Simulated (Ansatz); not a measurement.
**hcp Tm**

Method: LDA (Ansatz, a first-principles code, PAW).

Numerical settings: plane-wave cutoff 520 eV, 18×18×10 k mesh (along the axes of the cell as run), Fermi–Dirac smearing 0.05 eV, spin-polarised with parallel moments, scalar-relativistic PAW data made under PBE.

Cell (relaxed at this level):

```xyz
2
Lattice="1.7109 -2.9633 0.0000 1.7109 2.9633 0.0000 0.0000 0.0000 5.6205" Properties=species:S:1:pos:R:3 pbc="T T T"
Tm     1.7109     0.9878     1.4051
Tm     1.7109    -0.9878     4.2154
```
Starting moments (μB, in the order of the record's atoms Tm Tm): 2.0 2.0.

- bulk modulus B0: 25.9 GPa
- band gap: none
- magnetic moment per atom (the cell's total over its atoms): 1.12 μB
- pressure derivative B′ of the bulk modulus: 3.9

Measured, for comparison: bulk modulus 44.5 GPa (room temperature, not corrected to a static lattice; as tabulated in Wikipedia's data pages). Computed (rounded) less measured: bulk modulus -42 %.

Note: the 4f shell is treated without U or exact exchange, so its levels and filling can be wrong; the collinear magnetic order is the start's and need not be the measured one; the bulk modulus comes from volumes at which shape and atoms were relaxed.

Moments are spin moments.

Spin–orbit coupling is not included.

Computed values are for the static lattice.
